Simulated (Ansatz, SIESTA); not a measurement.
An Ansatz (an electronic-structure program) input for a relaxation of cell and atoms of ZnF2 (P4_2/mnm, 6 atoms in the cell) (DFT, PBE, plane waves, default PAW files):

Ansatz 0.2 input:
```yaml
# ZnF2
crystal:
  lattice:
    - [4.700000, 0.000000, 0.000000]
    - [0.000000, 4.700000, 0.000000]
    - [0.000000, 0.000000, 3.130000]
  atoms:
    - { symbol: Zn, position: [0.000000, 0.000000, 0.000000] }
    - { symbol: Zn, position: [0.500000, 0.500000, 0.500000] }
    - { symbol: F, position: [0.303000, 0.303000, 0.000000] }
    - { symbol: F, position: [0.803000, 0.197000, 0.500000] }
    - { symbol: F, position: [0.197000, 0.803000, 0.500000] }
    - { symbol: F, position: [0.697000, 0.697000, 0.000000] }
basis:
  ecutwfc: 420.0
kpoints:
  mp_grid: { grid: [5, 5, 7] }
hamiltonian:
  xc: pbe
  pseudopotentials: { kind: paw }
scf:
  occupations: { method: fermi_dirac, width: 0.01 }
relax:
  cell: {}
output:
  forces: true
  eigenvalues: true
  stress: true
```

Task: Give the SIESTA input for the same structure, mesh, smearing and functional.

Result: This is the input that was run; spellings and numerical settings could be chosen otherwise.

```
# files in the folder: Zn.psml F.psml (PseudoDojo PBE standard)
SystemName  ZnF2
SystemLabel znf2

NumberOfAtoms                6
NumberOfSpecies              2
%block ChemicalSpeciesLabel
  1 30 Zn
  2 9 F
%endblock ChemicalSpeciesLabel
LatticeConstant              1.0 Ang
%block LatticeVectors
     4.700000000    0.000000000    0.000000000
     0.000000000    4.700000000    0.000000000
     0.000000000    0.000000000    3.130000000
%endblock LatticeVectors
AtomicCoordinatesFormat      Fractional
%block AtomicCoordinatesAndAtomicSpecies
     0.000000000    0.000000000    0.000000000  1
     0.500000000    0.500000000    0.500000000  1
     0.303000000    0.303000000    0.000000000  2
     0.803000000    0.197000000    0.500000000  2
     0.197000000    0.803000000    0.500000000  2
     0.697000000    0.697000000    0.000000000  2
%endblock AtomicCoordinatesAndAtomicSpecies

XC.functional                GGA
XC.authors                   PBE
PAO.BasisSize                DZP
PAO.EnergyShift              0.005 Ry
MeshCutoff                   300 Ry
%block kgrid.MonkhorstPack
    5   0   0  0.0
    0   5   0  0.0
    0   0   7  0.0
%endblock kgrid.MonkhorstPack
OccupationFunction           FD
ElectronicTemperature        0.01 eV

MaxSCFIterations             150
SCF.Mixer.Method             Pulay
SCF.Mixer.Weight             0.1
SCF.Mixer.History            8
SCF.DM.Tolerance             1.0E-05
Diag.ParallelOverK           true
MD.TypeOfRun                 FIRE
MD.Steps                     40
MD.MaxForceTol               0.02 eV/Ang
MD.VariableCell              true
MD.MaxStressTol              0.05 GPa
WriteForces                  true
Charge.Mulliken              end
```

Basis, cutoffs, solver keys and any potentials are the target program's own. This input uses DFT, GGA PBE, numerical atomic orbitals DZP, PseudoDojo PBE standard norm-conserving potentials (rewritten from UPF to PSML).

The starting cell has typed, rounded lattice constants, without a prior relaxation at this level.
